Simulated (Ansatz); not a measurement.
Worked example: relaxation of the atoms of Sr (Amm2, 3 atoms in the cell) in Ansatz (an electronic-structure program).

Level of theory: LDA (PW92), default PAW files made with PBE (plane waves; Ansatz).

The change in words: one atom moved by 0.15 angstrom; relax: default → atoms; relax.f_tol: default → 0.01 eV/Å. Reference geometry:
```
Sr
1.0
    7.03062     0.00000     0.00000
   -3.51531     6.08870     0.00000
    0.00000     0.00000     3.79755
Sr
3
Direct
  0.00000   0.66578   0.00000
  0.66578   0.00000   0.00000
  0.33422   0.33422   0.00000
```

Reference input (self-consistent single point, DFT, LDA (PW92), plane waves, default PAW files made with PBE): basis.ecutwfc = 30.9 Ry; kpoints.mp_grid.grid = 6 6 9; hamiltonian.xc = lda; hamiltonian.pseudopotentials = {kind: paw} (the program's default PAW files); scf.occupations.method = gaussian; scf.occupations.width = 0.0073 Ry. This run's input differs from it in these lines:

```diff
@@ -7,3 +7,3 @@
     - { symbol: Sr, position: [0.000000, 0.665780, 0.000000] }
-    - { symbol: Sr, position: [0.665780, 0.000000, 0.000000] }
+    - { symbol: Sr, position: [0.687115, 0.000000, 0.000000] }
     - { symbol: Sr, position: [0.334220, 0.334220, 0.000000] }
@@ -22,2 +22,4 @@
     width: 0.0073 Ry
+relax:
+  f_tol: 0.01
 output:
```

The program printed (abridged):

```
   [... SCF lines of the steps left out ...]
relax step   1: F+E_penalty+E_count = -10332.21643127 eV  Δ(F+E_penalty+E_count) = +0.000e0 eV  max|allowed force component| = 1.927e-1 eV/Å  Δτ_max = 0.0000 Å  (6 SCF iters, dr2 threshold 2.50e-6 eV, accepted)
relax step   2: F+E_penalty+E_count = -10332.22620074 eV  Δ(F+E_penalty+E_count) = -9.769e-3 eV  max|allowed force component| = 1.006e-1 eV/Å  Δτ_max = 0.0445 Å  (5 SCF iters, dr2 threshold 2.32e-6 eV, accepted)
relax step   3: F+E_penalty+E_count = -10332.22990953 eV  Δ(F+E_penalty+E_count) = -3.709e-3 eV  max|allowed force component| = 4.770e-3 eV/Å  Δτ_max = 0.0470 Å  (6 SCF iters, dr2 threshold 6.33e-7 eV, accepted)
relax step   4: F+E_penalty+E_count = -10332.22990955 eV  Δ(F+E_penalty+E_count) = -1.970e-8 eV  max|allowed force component| = 4.729e-3 eV/Å  Δτ_max = 0.0000 Å  (2 SCF iters, accepted)
the relaxation is at rest under the 4 symmetry operations that the run kept from its start: a minimum is not shown …
Stability not checked: this state was not tested for a lower state beside it, because too few of the mixer's solves of this state at the end of the SCF gave a …
Free energy (F): -10332.229910 eV
Internal energy: -10332.204375 eV  (E = F + TS)
E sigma→0 (E₀):  -10332.217142 eV
Entropy (-TS):   -0.025535 eV (-8.512 meV/atom)
Fermi energy:    4.893535 eV
--- Forces (eV/Å), atoms counted from 1 ---
  atom   1  Sr     0.00236432     0.00013496     0.00000000
   [... lines left out ...]
--- Relaxed structure (4 steps of the walk, 4 accepted, 0 SCFs on fresh bases) ---
  F+E_penalty+E_count = -10332.22990955 eV   max|allowed force component| = 4.729e-3 eV/Å
  atoms:
    - { symbol: Sr, position: [0.00694213206861477, 0.666656052483711, 0.0] }
    - { symbol: Sr, position: [0.6741067883464814, 0.0, 0.0] }
    - { symbol: Sr, position: [0.34028607958490376, 0.33334394751628904, 0.0] }
```

The run converged. 

Summary of the result:
- Free energy E − TS (on the zero of these files): -10332.2299 eV
- Fermi level (on the code's own zero): 4.89 eV
- Pressure: -1.10 GPa
- Largest force (vector length): 0.005 eV/Å
- Relaxation steps: 4

The starting cell comes from a database of computed structures (which also holds hypothetical and non-ambient phases and stackings), without a prior relaxation at this level. Its lattice was rescaled by up to half a per cent. For this run, on top of that: one atom moved by 0.15 angstrom. The relaxation keeps the symmetry of its start, so its end need not be a minimum. Ansatz's pressure includes its estimate of the finite-basis (Pulay) stress.

Cost on one core of a shared machine: roughly 80 s.

Keys are those of Ansatz 0.2.
